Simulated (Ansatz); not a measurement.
## Cu: biaxial strain +0.42 %, plane normal [111], relaxed out of plane

The parent structure is Cu in the fcc (Cu type) structure (space group Fm-3m, No. 225; a = 3.5184 Å; relaxed with 0.1 eV smearing). Axes: x, y, z lie along the cube axes.

Perturbation: biaxial strain +0.42 %, plane normal [111], relaxed out of plane (Cartesian); in-plane vectors clamped, the third vector and the atoms free.

Level of theory: LDA/PAW in Ansatz (a program for electronic structure), without spin-orbit coupling. k-mesh 32×32×32 (Γ-centred); smearing 0.1 eV (Fermi–Dirac).

```json
[
 {"quantity": "volume per atom", "base": "10.89 Å³", "changed": "10.95 Å³", "shift": "+0.06 Å³"},
 {"quantity": "shortest interatomic distance", "base": "2.488 Å", "changed": "2.486 Å", "shift": "-0.002 Å"},
 {"quantity": "energy relative to the base (free energy F)", "base": "0 meV/atom", "changed": "+0.4 meV/atom", "shift": "+0.4 meV/atom"},
 {"quantity": "pressure (mean of the normal stresses, compression positive)", "base": "0.0 GPa", "changed": "-1.0 GPa", "shift": "-1.0 GPa"},
 {"quantity": "band gap", "base": "zero", "changed": "zero", "shift": "–"},
 {"quantity": "out-of-plane strain", "base": "–", "changed": "-0.32 %", "shift": "–"},
 {"quantity": "mean in-plane stress (compression positive)", "base": "–", "changed": "-1.4 GPa", "shift": "–"}
]
```

Cost of the whole job for the changed cell (relaxation, final SCF and bands): about 80 core-seconds (a rough figure).

No phonon test of stability was made. All final runs are without spin polarisation.
